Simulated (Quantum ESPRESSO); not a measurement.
Quantum ESPRESSO is run on ScGePt (Pnma, 12 atoms in the cell), and the run fails. The aim is a self-consistent single point with DFT, PBEsol, plane waves, PSlibrary PAW (PBE) pseudopotentials.

Cell that was meant: a = 6.6398 Å, b = 4.2297 Å, c = 7.4342 Å, α = 90.00°, β = 90.00°, γ = 90.00°.

Part of the input:

```fortran
/
&ELECTRONS
  conv_thr = 1.0d-9,
  electron_maxstep = 5,
/
ATOMIC_SPECIES
Sc    44.9559  Sc.pbe-spn-kjpaw_psl.1.0.0.UPF
```

Output (repeated stretches shortened):

```
     Self-consistent Calculation

     iteration #  1     ecut=    55.00 Ry     beta= 0.70

     Threshold (ethr) on eigenvalues was too large:
     Diagonalizing with lowered threshold

     total energy              =   -4214.11360201 Ry
     estimated scf accuracy    <       0.83273551 Ry

     iteration #  2     ecut=    55.00 Ry     beta= 0.70

     total energy              =   -4214.20951678 Ry
     estimated scf accuracy    <       2.03163590 Ry

     iteration #  3     ecut=    55.00 Ry     beta= 0.70

     total energy              =   -4214.44459056 Ry
     estimated scf accuracy    <       0.08544660 Ry

     iteration #  4     ecut=    55.00 Ry     beta= 0.70

     total energy              =   -4214.52823696 Ry
     estimated scf accuracy    <       0.18934999 Ry

     iteration #  5     ecut=    55.00 Ry     beta= 0.70

     total energy              =   -4214.53663146 Ry
     estimated scf accuracy    <       0.02225171 Ry
     End of self-consistent calculation

     convergence NOT achieved after   5 iterations: stopping

   JOB DONE.
```

Task: What is wrong, and how is it fixed?

Result: The fault is an iteration limit that is too low. The loop is cut before its threshold is met, so whatever is printed at the end is not self-consistent. To fix it, raise the limit, or leave it to the default. The run ended unconverged after 5 iterations.

The sound input it was made from differs as follows (other fixes are possible):
```diff
-  electron_maxstep = 5,
```

With that input, the run converged in 21 iterations: free energy E − TS -57341.8688 eV; Fermi level (on the code's own zero) 12.56 eV; pressure -2.34 GPa; largest force (vector length) 0.134 eV/Å (DFT, PBEsol, plane waves, PSlibrary PAW (PBE) pseudopotentials).

On the sound input: the starting cell comes from a database of computed structures (which also holds hypothetical and non-ambient phases and stackings), without a prior relaxation at this level. Spin polarisation is off.
